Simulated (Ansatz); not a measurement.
The starting structures come from a database of crystals and need not be the phases stable at ambient conditions.

 Where the default PAW files enter, the runs use the earlier of Ansatz's two default sets.

Inside the gap of an insulator the Bloch states are evanescent, with a wavenumber k + iκ along the transport direction.

```xyz
12
Lattice="6.0051 0.0000 0.0000 0.0000 6.0051 0.0000 3.0025 -3.0025 5.6639" Properties=species:S:1:pos:R:3 pbc="T T T"
K      3.0025     3.0025     2.8319
K      6.0051     0.0000     2.8319
Au     0.0000     3.0025     0.0000
Au     3.0025     0.0000     0.0000
F      0.9795     2.0231     1.3588
F      8.0281     0.9795     4.3051
F      3.9820     0.9795     1.3588
F      5.0256     2.0231     4.3051
F      5.0256     3.9820     1.3588
F      3.9820    -0.9795     4.3051
F      2.0231     5.0256     1.3588
F      6.9846    -2.0231     4.3051
```

Space group of this cell: I4/mcm. The cell is taken as given.

Transport runs along the normal of the first two printed cell vectors, the (001) plane of the conventional cell.

The gap is the functional's own, uncorrected, and κ follows it; spin-orbit coupling is left out. Mid-gap values are interpolated between the computed energies.

Question: State the band gap and the smallest decay constant κ at mid-gap according to PBEsol in Ansatz (a program for electronic structure).

Answer: Gap 2.37 eV on a 6×6×6 mesh; κ = 0.506 1/Å, at (0.500, 0.500) of the in-plane reciprocal vectors. At the zone centre, at the nearest computed energy, the slowest state has κ = 0.59 1/Å.
